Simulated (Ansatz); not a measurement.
An input for Ansatz (r2SCAN) and the part of its output that reports the quasi-harmonic study. Lengths are of the primitive cell. Spin-orbit coupling is not included.

Ansatz 0.2 input:
```yaml
crystal:
  lattice:
    - [-1.6515330888, 1.6515330888, 1.6515330888]
    - [1.6515330888, -1.6515330888, 1.6515330888]
    - [1.6515330888, 1.6515330888, -1.6515330888]
  atoms:
    - { symbol: Ta, position: [0.0, 0.0, 0.0] }
kpoints:
  mp_grid: { grid: [16, 16, 16] }
hamiltonian:
  xc: r2scan
  pseudopotentials: { kind: paw }
scf:
  occupations: { method: methfessel_paxton, width: 0.15 }
phonons:
  method: fd
  qmesh: [4, 4, 4]
  temperatures: { t_max: 1000, t_step: 25 }
  thermal_expansion: {}
checkpoint:
  write: run
```

```
--- Thermal expansion: 10 cells in 3 rounds, 0 GPa ---
  no lower state was reached at cell 4; its state was not examined: fill_not_monotonic
  without vibrations: a 2.86426, b 2.86426, c 2.86426 Å, V 18.0891 Å³, B 199.53 GPa
  at 0 K: a 2.86568, b 2.86568, c 2.86568 Å, V 18.1159 Å³, B 200.09 GPa
  zero-point expansion: a +0.049, b +0.049, c +0.049, V +0.148 %
      T/K        a/Å        b/Å        c/Å       V/Å³ | expansion of a, b, c, V (1e-6/K)   | that of V in the mean from 25 °C | C_P, C_V (J/mol K of the cell) | B_T, B_S (GPa)
     0.00    2.86568    2.86568    2.86568    18.1159 |    0.00    0.00    0.00    0.00 |   12.80 |     0.000     0.000 |   200.09   200.09
   100.00    2.86631    2.86631    2.86631    18.1278 |    4.50    4.50    4.50   13.50 |   15.94 |    20.613    20.573 |   199.78   200.17
   200.00    2.86777    2.86777    2.86777    18.1556 |    5.43    5.43    5.43   16.28 |   16.65 |    24.344    24.229 |   199.47   200.42
   298.15    2.86933    2.86933    2.86933    18.1853 |    5.65    5.65    5.65   16.94 |       - |    25.416    25.230 |   199.13   200.61
   375.00    2.87059    2.87059    2.87059    18.2092 |    5.73    5.73    5.73   17.20 |   17.09 |    25.928    25.686 |   198.81   200.68
   475.00    2.87224    2.87224    2.87224    18.2407 |    5.81    5.81    5.81   17.43 |   17.24 |    26.461    26.147 |   198.29   200.68
   575.00    2.87392    2.87392    2.87392    18.2727 |    5.88    5.88    5.88   17.63 |   17.37 |    26.932    26.543 |   197.66   200.55
   675.00    2.87562    2.87562    2.87562    18.3051 |    5.94    5.94    5.94   17.82 |   17.49 |    27.369    26.904 |   196.90   200.31
   775.00    2.87734    2.87734    2.87734    18.3380 |    6.00    6.00    6.00   18.00 |   17.61 |    27.783    27.240 |   196.03   199.94
   875.00    2.87908    2.87908    2.87908    18.3712 |    6.07    6.07    6.07   18.20 |   17.72 |    28.178    27.553 |   195.02   199.45
   975.00    2.88083    2.88083    2.88083    18.4048 |    6.13    6.13    6.13   18.40 |   17.84 |    28.555    27.846 |   193.89   198.83
  1000.00    2.88127    2.88127    2.88127    18.4133 |    6.15    6.15    6.15   18.45 |   17.87 |    28.647    27.916 |   193.59   198.66
  the static fit leaves 0.001 meV an atom of the energies and, of the stresses, 0.000 GPa of each cell's largest along a strain (root mean squares over the cells), whose Pulay part it has at -0.065 GPa
  vibrations' free energy: its fit passes through its cells
  the electrons' free energy at temperature is in it; its fit leaves 0.0008 meV an atom at the most
  free energies summed between the sampled wave vectors
  estimated error of the fitted expansion in any direction: up to 0.015e-6/K, at 1000 K, with few degrees of freedom (an estimate, not a bound: it was exceeded on models of known expansion)
  by sums over the sampled wave vectors an expansion of the volume parts by up to 0.33e-6/K
  by a static energy of one degree less an expansion of the volume parts by up to 0.02e-6/K
```

Warnings of the run: thermal_expansion_settings.

Cost: around 80 core-minutes (rough).

The crystal is held in this phase throughout; melting and phase transitions are not modelled.

The PAW data sets were generated under PBE and serve the other functionals too.

Ansatz is a quantum-chemistry and plane-wave program.
